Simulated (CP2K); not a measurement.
Band structure of MgAl (P-6m2, 2 atoms in the cell).

```
MgAl
1.0
    2.99384     0.00000     0.00000
   -1.49692     2.59274     0.00000
    0.00000     0.00000     4.85148
Mg Al
1 1
Direct
  0.00000   0.00000   0.50000
  0.33333   0.66667   0.00000
```

Method: LDA (Pade form), GPW, DZVP-MOLOPT-SR-GTH basis, GTH-PADE potentials (GTH_POTENTIALS) (CP2K).

Settings: CUTOFF = 1000 Ry; REL_CUTOFF = 60 Ry; SMEAR/METHOD = GAUSSIAN; SIGMA = 0.1 eV; KPOINTS/SCHEME = MONKHORST-PACK 10 10 6; GAMMA_CENTERED = T; XC_FUNCTIONAL = PADE; Mg/BASIS_SET = DZVP-MOLOPT-SR-GTH; Mg/POTENTIAL = GTH-PADE-q10; Al/BASIS_SET = DZVP-MOLOPT-SR-GTH; Al/POTENTIAL = GTH-PADE-q3; METHOD = GPW; EPS_DEFAULT = 1e-10; EXTRAPOLATION = USE_GUESS.

The starting cell comes from a database of computed structures (which also holds hypothetical and non-ambient phases and stackings), without a prior relaxation at this level. Values carry the incompleteness of an atom-centred basis.

Levels in eV from the Fermi level, bands 4 to 9:
| point | 4 | 5 | 6 | 7 | 8 | 9 |
|---|---|---|---|---|---|---|
| Γ | -42.59 | -9.24 | -3.11 | -2.38 | 10.94 | 10.94 |
| M | -42.59 | -4.01 | -3.67 | 1.60 | 2.48 | 3.22 |
| K | -42.59 | -2.37 | -1.92 | -1.89 | 2.88 | 4.24 |
| A | -42.59 | -8.31 | -6.76 | 4.80 | 5.15 | 11.36 |
| L | -42.59 | -3.07 | -2.76 | -1.95 | -0.59 | 6.86 |
| H | -42.59 | -1.44 | -1.05 | -0.97 | -0.56 | 0.73 |

Bands cross the Fermi level along this path, so the cell is metallic at this level.

Higher empty bands are left out: an atom-centred basis made for the valence describes them poorly.
